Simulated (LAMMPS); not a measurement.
MD of Al (fcc) at zero pressure, 4000 atoms, as a crystal; each row is its own run.

Model: classical MD, pair style eam, file Al_jnp.eam (LAMMPS).

| T (K) | enthalpy (eV/atom) |
|---|---|
| 200 | -3.3352 |
| 300 | -3.3086 |
| 420 | -3.2760 |
| 560 | -3.2371 |
| 700 | -3.1973 |
| 840 | -3.1561 |
| 1120 | -3.0677 |

Question: Fit a straight line, y = a + b x, to these rows (x is the first column, y the second) and predict the run at x = 980.

Answer: Least squares gives a = -3.3966 and b = 0.0002895. At x = 980 the fit predicts -3.1129 eV/atom. The run itself gave -3.1131 ± 0.0002 eV/atom, so the fit is 0.2 meV/atom high.

Caution (row 1120): this crystal lies over the melting point of about 1050 K that EAM-type Al_jnp.eam gives, so it is superheated.
